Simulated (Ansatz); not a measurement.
# Ag vacancy + O interstitial (fcc Ag host)

These are PBE, PAW (plane waves to 420 eV; Ansatz, a first-principles code) values and carry that method's errors. Set-up: 32-site cell; 6×6×6 shifted k-points; start: the Ag site; off centre in the vacancy; not converged in cell size; the relaxation kept the symmetry of the starting site; relaxed from one start, so a lower configuration may exist.

Neighbours after relaxation, in Å: of the emptied site: O 1.00; of the O atom: Ag 2.34, Ag 2.34, Ag 2.34, Ag 2.34.

Formation energies E_f are those of the neutral cell. Chemical conditions: impurity bounded by its compound with the host (Δμ(Ag) = 0.00 eV, Δμ(O) = -0.27 eV, bounded by Ag2O (Pn-3m); only phases computed here count, gases as isolated molecules at 0 K). Reference phases: Ag: fcc Ag, O: O2 molecule in a box.

| charge | moment (μB) | point group | largest move off a lattice site (Å) | E_f, impurity bounded by its compound with the host (eV) |
|---|---|---|---|---|
| 0 | not spin-polarised | C4v | 0.04 | 1.01 |

Point groups are those of the whole cell at tolerances of 0.03 and 0.1 Å ("near" where only the looser one holds); none is given for unsettled states.
